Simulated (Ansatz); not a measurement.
This concerns the energy of configuration A over configuration B. The value is E(A) − E(B).

Cell A: a stack of composition ScGe2As4 on the in-plane vectors of As (R-3m) (0001), but not a cut of that crystal, 7 atoms, hexagonal cell of 3.78 Å (12.4 Å²), symmetry P-3m1, 10.2 Å thick under 16 Å of vacuum, so it may be strained; planes from bottom to top: As | Ge | As | Sc | As | Ge | As; foreign atoms: Sc bound to 6 As at 2.68 Å; two times Ge bound to 4 As at 2.39–2.46 Å; a model cell; spin state with PBE: no moments, k-point mesh 9×9×1.
```xyz
7
Lattice="3.7843 0.0000 0.0000 -1.8921 3.2773 0.0000 0.0000 0.0000 25.8088" Properties=species:S:1:pos:R:3 pbc="T T T"
Sc     0.0000     2.1848    12.9044
As     1.8921     1.0924    14.4622
Ge     1.8921     1.0924    16.8506
As     0.0000     0.0000    17.9885
As     0.0000     0.0000    11.3466
Ge     0.0000     0.0000     8.9582
As     1.8921     1.0924     7.8203
```

Cell B: a stack of composition ScGe2As4 on the in-plane vectors of As (R-3m) (0001), but not a cut of that crystal, 7 atoms, hexagonal cell of 3.78 Å (12.4 Å²), symmetry P-6m2, 10.3 Å thick under 16 Å of vacuum, so it may be strained; planes from bottom to top: As | Ge | As | Sc | As | Ge | As; foreign atoms: Sc bound to 6 As at 2.71 Å; two times Ge bound to 4 As at 2.40–2.47 Å; a model cell; spin state with PBE: no moments, k-point mesh 9×9×1.
```yaml
crystal:
  lattice:
    - [3.78426, 0.00000, 0.00000]
    - [-1.89213, 3.27727, 0.00000]
    - [0.00000, 0.00000, 25.80878]
  atoms:
    - { symbol: Sc, position: [0.33333, 0.66667, 0.50000] }
    - { symbol: As, position: [0.66667, 0.33333, 0.56204] }
    - { symbol: Ge, position: [0.66667, 0.33333, 0.65486] }
    - { symbol: As, position: [0.00000, 0.00000, 0.69932] }
    - { symbol: As, position: [0.66667, 0.33333, 0.43796] }
    - { symbol: Ge, position: [0.66667, 0.33333, 0.34514] }
    - { symbol: As, position: [0.00000, 0.00000, 0.30068] }
```

Plane-wave PAW calculations with Ansatz (a program for electronic structure), its PAW set soft_1, cutoff 420 eV, 500 eV for r2SCAN. The structures are at rest with PBE+D3(BJ), within the held lattices; other levels are single points on them. Neutral cells; Fermi-Dirac smearing of at most 0.05 eV in the solids, energies taken to zero width. The lattices are those relaxed with PBE+D3(BJ) or held as stated, so at other levels the solids can be strained, which adds to the spread. A dispersion term (D3(BJ), or D4 for r2SCAN) was computed beside these levels and is taken off wherever the name lacks it. No zero-point or thermal terms. No structure search was made; lower ones may exist. Values are for these cell sizes. Cell A has symmetry P-3m1 and got no random move, so less symmetric positions, which may lie lower, weren't tried. Cell B has symmetry P-6m2 and got no random move, so less symmetric positions, which may lie lower, weren't tried.

### Question
Predict the value from r2SCAN+D4.

### Answer
-0.43 eV for A less B, so A lies lower.

### Question
What do the other levels give, and how wide is the spread?

### Answer
```tsv
Method	value (eV)	less r2SCAN+D4
PBE	-0.35	0.08
PBE+D3(BJ)	-0.38	0.05
r2SCAN	-0.42	0.01
```

The levels span 0.08 eV, from r2SCAN+D4 (-0.43) to PBE (-0.35).
